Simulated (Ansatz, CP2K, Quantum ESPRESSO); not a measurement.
# LaSi3Os (P1, 5 atoms in the cell) computed with different codes at matched settings

Self-consistent single point, at a second geometry (atoms moved at random). First geometry:

```
LaSi3Os
1.0
   -2.14294     2.14294     4.98994
    2.14294    -2.14294     4.98994
    2.14294     2.14294    -4.98994
La Si Os
1 3 1
Direct
  0.99856   0.99856   0.00000
  0.41925   0.41925   0.00000
  0.26042   0.76042   0.50000
  0.76042   0.26042   0.50000
  0.65535   0.65535   0.00000
```

Second geometry:
```
CELL_PARAMETERS angstrom
     -2.14294     2.14294     4.98994
      2.14294    -2.14294     4.98994
      2.14294     2.14294    -4.98994
ATOMIC_POSITIONS crystal
  La 0.99306 0.99918 0.99870
  Si 0.40333 0.39531 0.97419
  Si 0.27242 0.75734 0.50652
  Si 0.77066 0.27869 0.52653
  Os 0.65453 0.66349 0.99407
```

Shared settings, as Ansatz (a program for electronic structure) writes them: kpoints.mp_grid.grid = 8 8 8; scf.occupations.method = gaussian; scf.occupations.width = 0.1 eV. Potentials and cutoffs stand in the table.

| code | model | ΔF from the first geometry (meV/atom) | pressure (GPa) | largest force (eV/Å) | cutoff |
|---|---|---|---|---|---|
| Ansatz | LDA (PW92), PAW files made with PBE | 40.0 | -4.35 | 2.036 | 420 eV |
| CP2K | LDA (Pade form), GPW, DZVP-MOLOPT-SR-GTH basis, GTH-PADE potentials (GTH_POTENTIALS) | 42.1 | -6.41 | 1.883 | grid 500 Ry |
| Quantum ESPRESSO | LDA (PZ), GBRV 1.5 ultrasoft (LDA) pseudopotentials | 40.1 | -4.31 | 2.038 | 40 Ry |

Size of the force on each atom (eV/Å): Sizes of forces hide their directions.

```json
[
 {"code": "Ansatz", "La1": "0.319", "Si2": "1.271", "Si3": "1.062", "Si4": "1.046", "Os5": "2.036"},
 {"code": "CP2K", "La1": "0.289", "Si2": "1.521", "Si3": "1.075", "Si4": "1.064", "Os5": "1.883"},
 {"code": "Quantum ESPRESSO", "La1": "0.326", "Si2": "1.274", "Si3": "1.064", "Si4": "1.048", "Os5": "2.038"}
]
```

On Ansatz's run: spin-orbit coupling is off. Spin polarisation is off.

The spread over the programs that give each value: ΔF from the first geometry within 2.1 meV/atom; pressure within 2.10 GPa; largest force within 0.155 eV/Å.

CP2K uses small atom-centred bases, whose incompleteness enters pressures, forces and empty levels differently from a plane-wave cutoff. Ansatz's pressure is given at a fixed set of plane waves, as the other plane-wave codes print theirs. The same LDA comes in different parametrisations, which differ slightly. In the pressure, CP2K (by 2.08) lies more than 1 GPa from the median of the plane-wave programs. In the force vectors, CP2K (by 0.269) lies more than 0.08 eV/Å from the median of the plane-wave programs.

The starting cell comes from a database of computed structures (which also holds hypothetical and non-ambient phases and stackings), without a prior relaxation at this level. For this run, on top of that: atoms moved at random.

Keys are those of Ansatz 0.2.
